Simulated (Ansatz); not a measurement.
Take B (space group I4_132, No. 214; a = 4.6330 Å; a hypothetical phase, not in the database extracts checked) as the base.

The change: cell and atoms relaxed at a pressure of 3 GPa.

Levels (all Ansatz, a program for electronic structure, PAW): PBEsol (420 eV, spin-orbit coupling left out); HSE06 (420 eV, spin-orbit coupling left out).

The geometry is relaxed with PBEsol.

| Property | Result |
|---|---|
| PBEsol band gap | 1.41 eV |

With HSE06 at the same geometry, the band gap grows by 1.02 eV, from 1.41 eV to 2.43 eV.

Single points use the geometry relaxed with PBEsol. The hybrid gap comes from the SCF mesh plus the semilocal run's edge points and a few special points and is an upper bound. Load acts through the strain it causes; cell and atoms are relaxed under it. No phonon test of stability was made.
